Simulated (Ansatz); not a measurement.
Here is the system:

```yaml
crystal:
  lattice:
    - [4.14949, 0.00000, 0.00000]
    - [0.00000, 4.14949, 0.00000]
    - [0.00000, 0.00000, 4.14949]
  atoms:
    - { symbol: Y, position: [0.00000, 0.00000, 0.00000] }
    - { symbol: B, position: [0.50000, 0.50000, 0.50000] }
    - { symbol: Rh, position: [0.00000, 0.50000, 0.50000] }
    - { symbol: Rh, position: [0.50000, 0.00000, 0.50000] }
    - { symbol: Rh, position: [0.50000, 0.50000, 0.00000] }
```

Level of theory: PBEsol, DFPT electron-phonon coupling, linearised Boltzmann equation (plane waves, PAW, scalar-relativistic; Ansatz, a program for electronic structure). How the cell was made: relaxed with this functional, without spin-orbit coupling.

Question: Predict the intrinsic resistivity at 300 K.

Answer: 21 μΩ·cm.

Question: And the electrons' mean free path at that temperature?

Answer: 7.2 nm, weighted by the current that each state carries. Wires not much wider than this gain resistivity from their walls.

A metal at this level (no band gap). Only scattering by harmonic phonons is included (no impurities, grain boundaries, electron-electron scattering or thermal expansion). Spin-orbit coupling is left out. Halving the electron mesh (20x20x20) moves the resistivity by up to 1 % at 300 K, the mean free path by up to 6 %. Smearing 0.20 eV; phonons on a 4x4x4 q mesh, which this run doesn't test.

Formula and space group known from diffraction (Crystallography Open Database), not checked to be the room-temperature form: YRh3B (Pm-3m).
